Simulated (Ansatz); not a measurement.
## Ga2O3 under a change: pressure −2 GPa

The reference is Ga₂O₃ (space group C2/m, No. 12; a = 12.2557 Å, b = 3.0391 Å, c = 5.8084 Å, α = 90.00°, β = 103.81°, γ = 90.00°).

Now apply this change: a negative pressure, −2 GPa.

Method: Ansatz (a first-principles code), r2SCAN, PAW, cutoff 500 eV, spin-orbit coupling left out. Γ-centred 11×11×6 mesh, Fermi–Dirac width 0.05 eV.

The volume per atom goes up by 0.12 Å³ (10.50 Å³ → 10.62 Å³) and the density decreases by 0.07 g/cm³, from 5.93 g/cm³ to 5.86 g/cm³. The enthalpy H = E + PV relative to the base's energy comes out as -0.13 eV/atom and the band gap drops by 0.09 eV to 2.93 eV. The gap character is still indirect, k = (0.455, -0.455, -1/2) in the run's primitive reciprocal basis → Γ and the smallest direct gap shrinks by 0.09 eV to 2.96 eV. The width of the top valence band hardly moves (0.69 eV against 0.68 eV).

Load acts through the strain it causes; cell and atoms are relaxed under it. No phonon test of stability was made.
